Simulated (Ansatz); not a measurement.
The starting structures come from a database of crystals and need not be the phases stable at ambient conditions.

 Where the default PAW files enter, the runs use the earlier of Ansatz's two default sets.

By LDA, the system below comes out a metal.

Data:

```
CELL_PARAMETERS angstrom
      3.71033     0.00000     0.00000
      0.00000     4.87201     0.00000
      1.85516    -0.95898     5.73329
ATOMIC_POSITIONS crystal
  Co 0.00000 0.00000 0.00000
  Co 0.00000 0.50000 0.00000
  Co 0.19555 0.67456 0.60890
  Co 0.80445 0.32544 0.39110
  Ge 0.18367 0.18170 0.63266
  Ge 0.81633 0.81830 0.36734
  Ge 0.43016 0.28241 0.13968
  Ge 0.56984 0.71759 0.86032
```

Space group of this cell: C2/m. The cell is taken as given; by LDA its mean pressure is -6.5 GPa.

The current flows along the normal of the first two printed cell vectors. No spin-orbit coupling; the value is a mean over 0.1 eV about the Fermi level.

Estimate the ballistic conductance per area that LDA (Ansatz, a first-principles code) returns for this system.

0.35 × 10¹⁵ S/m² for both spins.
